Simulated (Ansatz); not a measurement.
## Effect of pressure 9 GPa on Ta3O7F

The parent structure is Ta3O7F (space group Cmmm, No. 65; a = 6.442 Å, b = 10.683 Å, c = 3.845 Å; a cell from a computed database, its experimental status unchecked).

The change: a hydrostatic pressure of 9 GPa.

The values are results of Ansatz (a program for electronic structure), PBEsol, PAW, cutoff 420 eV, no SOC, not measurements. k-mesh 5×5×7 (Γ-centred); smearing 0.05 eV (Fermi–Dirac).

The volume per atom shrinks by 0.40 Å³, from 12.03 Å³ to 11.63 Å³ and the density rises by 0.29 g/cm³ (8.46 g/cm³ → 8.75 g/cm³). The shortest interatomic distance decreases by 0.019 Å, from 1.923 Å to 1.904 Å and the enthalpy H = E + PV relative to the base's energy is +0.66 eV/atom. The band gap goes up by 0.072 eV (2.27 eV → 2.35 eV) and the gap character is still indirect, T → S. The smallest direct gap increases by 0.10 eV to 3.01 eV and the mean gap deformation potential ΔEg/Δln V comes out as -2.1 eV. The width of the top valence band rises by 0.03 eV to 0.93 eV.

Final structure:

```
Ta3O7F
1.0
    3.18201    -5.27789     0.00000
    3.18201     5.27789     0.00000
    0.00000     0.00000     3.80739
Ta O F
3 7 1
Cartesian
  0.00000   0.00000   0.00000
  3.18201  -2.08942   0.00000
  3.18201   2.08942   0.00000
  1.22551  -1.54049   0.00000
  5.13851   1.54049   0.00000
  1.22551   1.54049   0.00000
  5.13851  -1.54049   0.00000
  0.00000   0.00000   1.90370
  3.18201  -1.93142   1.90370
  3.18201   1.93142   1.90370
  3.18201   0.00000   0.00000
```

Cost of the whole job for the changed cell (relaxation, final SCF and bands): roughly 110 core-seconds.

With Ta present, leaving out spin-orbit coupling can change the band edges. Load acts through the strain it causes; cell and atoms are relaxed under it. Stability against distortions was not tested. Competing high-pressure phases were not computed.
